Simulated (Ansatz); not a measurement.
# CdSe: energy against strain

CdSe (wurtzite, P6_3mc, 28.132 Å³/atom at rest, c along z) under a strain ε along c (axis z), the other axes held. PBEsol in Ansatz, a plane-wave DFT program (PAW, default set), 420 eV, 9×9×5 Γ-centred mesh, Fermi-Dirac smearing 0.05 eV; ions are relaxed within the symmetry of each cell.

Here s stands for strain and y for E less E0.

```
strain (%)  E less E0 (meV/atom)
----------  --------------------
-1.20                       1.06
-0.60                       0.27
0.00                        0.00
0.60                        0.25
1.20                        1.02
3.00                           ?
```

Fit y of the 5 rows that show it with a parabola. Least squares gives y = 0.000 - 0.0167·s + 0.7222·s². Residuals (row less fit): 0.000, 0.000, 0.000, 0.000, 0.000; standard error 0.000 (degrees of freedom: 2). Twice the quadratic coefficient over the volume, 2 × 0.7222 meV × 10⁴ × 0.1602 / 28.132 Å³, is the elastic constant C33 = 82 ± 0.3 GPa.

Task: Estimate the missing y (s = 3.00); what did the run itself give?

Result: y = 0.000 - 0.0167 × 3.0 + 0.7222 × 3.0² = 6.450 meV/atom. The calculation gives 6.34 meV/atom, 0.110 meV/atom below the prediction (1.7 % of the range of y in the table). The row lies outside the fitted rows, so this is an extrapolation. The fitted rows scatter only by rounding.

One order more, fitted to all 11 runs of the series, follows each within 0.01, so the miss is the next term of a smooth law. Rows are the converged runs of the series near zero and its far end; series whose fitted rows scatter by over a few per cent of the range, as at a crossing or softening among them, aren't shown in this form. Most that stay on the fit to the last digits aren't either.
